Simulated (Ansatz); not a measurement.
The parent structure is HfO2 in the CdI2 type structure (space group P-3m1, No. 164; a = 3.208 Å, c = 4.515 Å; a hypothetical phase, not in the database extracts checked; layered, stacked along the Cartesian z axis).

The change: cell and atoms relaxed at a pressure of 7 GPa.

Computed with Ansatz (a first-principles code), PBEsol-D3(BJ), PAW, cutoff 420 eV, spin-orbit coupling left out.

Base, band edges from the VBM (valence, conduction): K -0.62, 4.44; H -1.05, 5.47; M -1.00, 4.40; L -0.20, 4.94; A -0.41, 4.97; Γ -0.05, 5.09 eV.

Q: Give the band edges at the high-symmetry points of the new zone, measured from its valence-band maximum.

A: 
| point | valence edge (eV) | conduction edge (eV) |
|---|---|---|
| Γ | 0.00 | 4.92 |
| M | -1.63 | 3.82 |
| K | -0.74 | 3.88 |
| A | -0.82 | 4.64 |
| L | -0.28 | 4.88 |
| H | -1.37 | 5.57 |

The gap is 3.82 eV, indirect, Γ → M.

With Hf present, leaving out spin-orbit coupling can change the band edges. Load acts through the strain it causes; cell and atoms are relaxed under it. No phonon test of stability was made. Competing high-pressure phases were not computed.
